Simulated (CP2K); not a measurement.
Worked example: self-consistent single point of NaSbF6 (P1, 8 atoms in the cell) in CP2K.

Computed with LDA (Pade form), GPW, DZVP-MOLOPT-SR-GTH basis, GTH-PADE potentials (GTH_POTENTIALS) run with CP2K.

The change in words: atoms moved at random. Reference geometry:
```xyz
8
Lattice="5.8092 0.0000 0.0000 2.9046 5.0309 0.0000 2.9046 1.6770 4.7432" Properties=species:S:1:pos:R:3 pbc="T T T"
Na     5.8092     3.3539     2.3716
Sb     0.0000     0.0000     0.0000
F      7.3851     4.2638     1.0849
F      4.2333     2.4441     3.6583
F      5.8092     5.1737     3.6583
F      5.8092     1.5342     1.0849
F      7.3851     2.4441     3.6583
F      4.2333     4.2638     1.0849
```

Reference input (self-consistent single point, DFT LDA (Pade form), GPW, DZVP-MOLOPT-SR-GTH basis, GTH-PADE potentials (GTH_POTENTIALS)): CUTOFF = 950 Ry; REL_CUTOFF = 40 Ry; SMEAR/METHOD = FERMI_DIRAC; ELECTRONIC_TEMPERATURE = 116.05 K; KPOINTS/SCHEME = MONKHORST-PACK 5 5 5; XC_FUNCTIONAL = PADE; Na/BASIS_SET = DZVP-MOLOPT-SR-GTH-q9; Na/POTENTIAL = GTH-PADE-q9; Sb/BASIS_SET = DZVP-MOLOPT-SR-GTH-q5; Sb/POTENTIAL = GTH-PADE-q5; F/BASIS_SET = DZVP-MOLOPT-SR-GTH-q7; F/POTENTIAL = GTH-PADE-q7. This run's input differs from it in these lines:

```diff
@@ -69,10 +69,10 @@
       SCALED
-      Na       0.50000000     0.50000000     0.50000000
-      Sb       0.00000000     0.00000000     0.00000000
-      F        0.77128000     0.77128000     0.22872000
-      F        0.22872000     0.22872000     0.77128000
-      F        0.22872000     0.77128000     0.77128000
-      F        0.77128000     0.22872000     0.22872000
-      F        0.77128000     0.22872000     0.77128000
-      F        0.22872000     0.77128000     0.22872000
+      Na       0.49004400     0.51154600     0.49840700
+      Sb      -0.00174600     0.00654500    -0.00951300
+      F        0.76069800     0.79030200     0.22422400
+      F        0.22516500     0.21807500     0.77781500
+      F        0.21790200     0.77691200     0.77334100
+      F        0.77445600     0.21773300     0.23896100
+      F        0.79401900     0.21366400     0.77651900
+      F        0.23946100     0.76522400     0.22024600
     &END COORD
```

Output (repeated stretches shortened):

```
 SCF WAVEFUNCTION OPTIMIZATION

  Step     Update method      Time    Convergence         Total energy    Change
     1 NoMix/Diag. 0.30E+00      -     1.25463702      -198.8103547610 -1.99E+02
     2 Broy./Diag. 0.30E+00      -     0.10331096      -192.2248835512  6.59E+00
     3 Broy./Diag. 0.30E+00      -     0.18469355      -196.8271998548 -4.60E+00
     4 Broy./Diag. 0.30E+00      -     0.11840742      -199.1651288189 -2.34E+00
     5 Broy./Diag. 0.30E+00      -     0.07213012      -198.6125218926  5.53E-01
     6 Broy./Diag. 0.30E+00      -     0.02570107      -198.8438427492 -2.31E-01
   [... 12 lines left out ...]
    19 Broy./Diag. 0.30E+00      -     0.00000202      -198.7255733786  1.04E-04
    20 Broy./Diag. 0.30E+00      -     0.00000306      -198.7255843533 -1.10E-05
    21 Broy./Diag. 0.30E+00      -     0.00000128      -198.7256345161 -5.02E-05
    22 Broy./Diag. 0.30E+00      -     0.00000055      -198.7256348457 -3.30E-07
  *** SCF run converged in    22 steps ***

  Overlap energy of the core charge distribution:               0.00000404836586
  Self energy of the core charge distribution:               -518.42220281565869
  Core Hamiltonian energy:                                    144.90635145275320
  Hartree energy:                                             210.82821103660214
  Exchange-correlation energy:                                -36.03799856780283
  Electronic entropic energy:                                  -0.00000000000000
  Fermi energy:                                                 0.00954445807869

  Total energy:                                              -198.72563484574027
  Total energy (extrapolated to T->0):                       -198.72563484574027

   [... lines left out ...]

 STRESS| Analytical stress tensor [bar]
 STRESS|                        x                   y                   z
 STRESS|      x        1.07902757642E+05  -9.89479632480E+03   1.74582980018E+04
 STRESS|      y       -9.89479632480E+03   7.61509780365E+04  -2.72345335887E+04
 STRESS|      z        1.74582980018E+04  -2.72345335887E+04   8.82606411753E+04
 STRESS| 1/3 Trace                                             9.07714589513E+04
```

The run converged in 22 iterations. Against the reference run the free energy goes up by 101 meV/atom, the pressure goes from 3.05 to 9.08 GPa, the largest force goes from 0.868 to 7.180 eV/Å and the gap on the mesh goes from 5.082 to 5.466 eV.

The starting cell comes from a database of computed structures (which also holds hypothetical and non-ambient phases and stackings), without a prior relaxation at this level. Its lattice was rescaled by a random factor within 2.5 % of one. For this run, on top of that: atoms moved at random. Spin-orbit coupling is off. Values carry the incompleteness of an atom-centred basis. With a pressure of about 9 GPa the cell is away from its equilibrium volume at this level. Forces in this geometry exceed 1 eV/Å.

Cost on one core of a shared machine: roughly 60 s.
